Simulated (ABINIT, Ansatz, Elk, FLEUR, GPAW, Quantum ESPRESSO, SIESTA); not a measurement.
Code comparison for InP (F-43m, 2 atoms in the cell)

Self-consistent single point.

```
InP
1.0
    0.00000     3.01072     3.01072
    3.01072     0.00000     3.01072
    3.01072     3.01072     0.00000
In P
1 1
Cartesian
  0.00000   0.00000   0.00000
  1.50536   1.50536   1.50536
```

Shared settings, as Ansatz (a quantum-chemistry and plane-wave program) writes them: kpoints.mp_grid.grid = 7 7 7; scf.occupations.method = fermi_dirac; scf.occupations.width = 0.0007 Ry. Potentials and cutoffs stand in the table.

```tsv
code	model	pressure (GPa)	gap on the mesh (eV)	cutoff
Quantum ESPRESSO	PBE, PSlibrary PAW (PBE) pseudopotentials	-2.45	0.265	50 Ry
FLEUR	PBE, all-electron FLAPW (FLEUR), scalar-relativistic valence	–	0.269	Kmax 4 1/bohr
SIESTA	GGA PBE, numerical atomic orbitals DZP, PseudoDojo PBE standard norm-conserving potentials (rewritten from UPF to PSML)	-1.94	0.411	grid 300 Ry
Ansatz	PBE, default PAW files	-1.77	0.272	default
GPAW	PBE, GPAW PAW datasets PBE (gpaw-data 1.0.1)	-2.09	0.270	550 eV
Elk	PBE, all-electron FP-LAPW, Elk's shipped species files, APW+lo basis with extra local orbitals	–	0.229	rgkmax 7.5
ABINIT	PBE, PAW (JTH v2.0 PBE PAW)	-1.91	0.256	21 Ha
```

A dash marks a value that a program does not give, or that is left out as unsure.

Gaps are read on the mesh.

The spread over the programs that give each value: pressure within 0.68 GPa; gap on the mesh within 0.182 eV.

SIESTA uses small atom-centred bases, whose incompleteness enters pressures, forces and empty levels differently from a plane-wave cutoff. FLEUR and Elk treat all electrons, but the usual bases taken here (sphere radii, linearisation, local orbitals, empty states) were not tested for convergence, so the values are no reference for the others. Ansatz's pressure is given at a fixed set of plane waves, as the other plane-wave codes print theirs; with its correction for the finite basis it is -1.74 GPa. In the gap, SIESTA (by 0.144) lies more than 0.12 eV from the median of the plane-wave programs.

On the base mesh (5 5 5) the same programs gave: Ansatz pressure -1.76 GPa, gap on the mesh 0.266 eV; Quantum ESPRESSO pressure -2.44 GPa, gap on the mesh 0.259 eV; ABINIT pressure -1.90 GPa, gap on the mesh 0.251 eV; GPAW pressure -2.09 GPa, gap on the mesh 0.264 eV; Elk gap on the mesh 0.224 eV; FLEUR gap on the mesh 0.264 eV; SIESTA pressure -1.93 GPa, gap on the mesh 0.404 eV.

The starting cell comes from a database of computed structures (which also holds hypothetical and non-ambient phases and stackings), without a prior relaxation at this level. Its lattice was rescaled by a random factor within 2.5 % of one.

Left out of this page: CP2K (on another mesh).

Keys are those of Ansatz 0.2.
